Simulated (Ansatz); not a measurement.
Ansatz (a first-principles code) run on PdPt3 (I4mm, 4 atoms in the cell): self-consistent single point.

Level of theory: PBEsol, default PAW files made with PBE (plane waves; Ansatz).

The change in words: lattice scaled by 0.98. Reference geometry:
```xyz
4
Lattice="-1.9779 1.9779 3.9275 1.9779 -1.9779 3.9275 1.9779 1.9779 -3.9275" Properties=species:S:1:pos:R:3 pbc="T T T"
Pd     0.0000     0.0000     0.0500
Pt     0.0000     1.9779     1.9637
Pt     1.9779     0.0000     1.9637
Pt     0.0000     0.0000     3.9275
```
Moments meant for the start (each program seeds them in its own way; μB, in the order of the atoms Pd Pt Pt Pt): 0.0 1.0 1.0 1.0.

Reference input (self-consistent single point, DFT, PBEsol, plane waves, default PAW files made with PBE): basis.ecutwfc = 420 eV; kpoints.mp_grid.grid = 8 8 8; hamiltonian.xc = pbesol; hamiltonian.pseudopotentials = {kind: paw} (the program's default PAW files); magnetization.spin_polarized = true; scf.occupations.method = fermi_dirac; scf.occupations.width = 0.1 eV. This run's input differs from it in these lines:

```diff
@@ -2,5 +2,5 @@
   lattice:
-    - [-1.977851, 1.977851, 3.927482]
-    - [1.977851, -1.977851, 3.927482]
-    - [1.977851, 1.977851, -3.927482]
+    - [-1.938294, 1.938294, 3.848932]
+    - [1.938294, -1.938294, 3.848932]
+    - [1.938294, 1.938294, -3.848932]
   atoms:
```

Output, abridged:

```
SCF iter   1: F=—  HF=-44062.729685 eV  |F-HF|=—  |Δ(HF+E_count)|=         —  Δρ=1.01e-1 (↑1.01e-1 ↓1.01e-1)  dr2=2.90e1  dr2_m=8.68e-1  M=0.251 μB ∫|m|=0.251 μB  β_m=0.30  ethr=3.10e-3  ⟨swp⟩=5.9  Hψ=17995  notcnv=0  defer=22
Mixer restart at iter 1: flushing history
all-band conjugate gradients solve this SCF's bands
preconditioner: auto → Kerker (q_TF=auto, 2.830 Å⁻¹)
   [... lines left out ...]
SCF iter  10: F=—  HF=-44058.262453 eV  |F-HF|=—  |Δ(HF+E_count)|=   2.02e-9  Δρ=1.40e-6 (↑1.38e-6 ↓1.40e-6)  dr2=9.78e-10  dr2_m=6.89e-10  M=0.000 μB ∫|m|=0.000 μB  β_m=0.99  ethr=8.98e-11  ⟨swp⟩=2.2  Hψ=7315  notcnv=0  defer=217
SCF iter  11: F=-44058.262453 eV  HF=-44058.262453 eV  |F-HF|=4.15e-10  |Δ(HF+E_count)|=  9.46e-11  Δρ=5.85e-7 (↑4.39e-7 ↓5.85e-7)  dr2=5.08e-10  dr2_m=5.05e-11  M=0.000 μB ∫|m|=0.000 μB  ethr=1.36e-12  ⟨swp⟩=6.8  Hψ=18940  notcnv=0
SCF 1 converged in 11 iterations: F = -44058.262453 eV  dr2 = 5.08e-10
WARN: the starting moments were not kept: the SCF closed with an absolute magnetisation of 2.8e-5 μB, where they sum to 3 μB in size (3 sites) …
Magnetization: 0.0000 μB (36.0000 up, 36.0000 down)
   [... lines left out ...]
Absolute magnetization: 0.0000 μB (∫|ρ↑−ρ↓|, with the PAW one-centre terms)
Free energy (F): -44058.262453 eV
Fermi energy:    23.459597 eV
   [... lines left out ...]
  atom   4  Pt     0.00000000    -0.00000000    -0.08806694
--- Stress (GPa, compression-positive) ---
        8.571701      -0.000000       0.000000
       -0.000000       8.571701       0.000000
        0.000000       0.000000       8.971869
  P = ⅓ Tr σ = 8.7051 GPa (87.051 kbar)
  The stress holds the Pulay correction. Without it, at fixed plane waves, as pw.x and ABINIT print it: P = 8.6402 GPa
```

The run converged in 11 iterations. Against the reference run the free energy stays essentially unchanged (within 1 meV/atom), the pressure goes from -7.43 to 8.71 GPa and the largest force goes from 0.444 to 0.600 eV/Å.

The starting cell comes from a database of computed structures (which also holds hypothetical and non-ambient phases and stackings), without a prior relaxation at this level. Its lattice was rescaled by up to half a per cent. One atom was moved a little off its site on purpose. For this run, on top of that: lattice scaled by 0.98. The starting moments vanished: the run ended non-magnetic. The program warned that a starting moment was not kept. With a pressure of about 9 GPa the cell is away from its equilibrium volume at this level. Ansatz's pressure includes its estimate of the finite-basis (Pulay) stress.

Cost on one core of a shared machine: roughly 40 s.

Keys are those of Ansatz 0.2.
